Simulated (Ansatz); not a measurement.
The starting structures come from a database of crystals and need not be the phases stable at ambient conditions.

 Where the default PAW files enter, the runs use the earlier of Ansatz's two default sets.

The decay constant κ of evanescent states in the gap governs leakage through a thin film.

Here is the system:

```
AlGaAs2
1.0
    4.01132     0.00000     0.00000
    2.00566     6.64751     0.00000
    2.00566     0.60514     3.42079
Al Ga As
1 1 2
Cartesian
  6.01698   0.60978   3.41997
  4.01132   3.62368   1.71086
  2.00566   4.23337   0.42706
  4.01132   1.20379   2.13894
```

Space group of this cell: R3m. The cell is taken as given; by LDA its mean pressure is -2.0 GPa.

Transport runs along the normal of the first two printed cell vectors, the (101) plane of the conventional cell.

No gap correction and no spin-orbit coupling; mid-gap values are interpolated between computed energies.

**Question.** Compute, with LDA run with Ansatz (a quantum-chemistry and plane-wave program), the band gap and the smallest decay constant κ at mid-gap.

**Answer.** Gap 0.69 eV on a 10×10×10 mesh; κ = 0.045 1/Å, at the zone centre.
